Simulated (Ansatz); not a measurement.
## Pd: biaxial strain +2.00 %, plane normal [001], relaxed out of plane

Consider Pd in the fcc (Cu type) structure (space group Fm-3m, No. 225; a = 3.910 Å; relaxed with 0.1 eV smearing). Axes: x, y, z lie along the cube axes.

Modification: tensile biaxial strain of 2.00 % in the plane normal to [001], as in epitaxy on a mismatched substrate; the out-of-plane cell vector and the atoms relax.

Computed with plane-wave PAW DFT at the r2SCAN level (Ansatz, a first-principles code, 500 eV), no spin-orbit coupling. Settings: 29×29×29 k-points, 0.1 eV Fermi–Dirac smearing.

```json
[
 {"quantity": "volume per atom", "base": "14.95 Å³", "changed": "15.07 Å³", "shift": "+0.12 Å³"},
 {"quantity": "space group", "base": "Fm-3m (No. 225)", "changed": "I4/mmm (No. 139)", "shift": "–"},
 {"quantity": "energy relative to the base (free energy F)", "base": "0 meV/atom", "changed": "+3.9 meV/atom", "shift": "+3.9 meV/atom"},
 {"quantity": "pressure (mean of the normal stresses, compression positive)", "base": "0.0 GPa", "changed": "-1.3 GPa", "shift": "-1.3 GPa"},
 {"quantity": "band gap", "base": "zero", "changed": "zero", "shift": "–"},
 {"quantity": "out-of-plane strain", "base": "–", "changed": "-3.12 %", "shift": "–"},
 {"quantity": "ratio −ε⊥/ε∥", "base": "–", "changed": "1.56", "shift": "–"},
 {"quantity": "mean in-plane stress (compression positive)", "base": "–", "changed": "-2.0 GPa", "shift": "–"}
]
```

Stability against distortions was not tested. The final runs are not spin-polarised. Pd has a high density of states at the Fermi level and may be magnetic at this level.
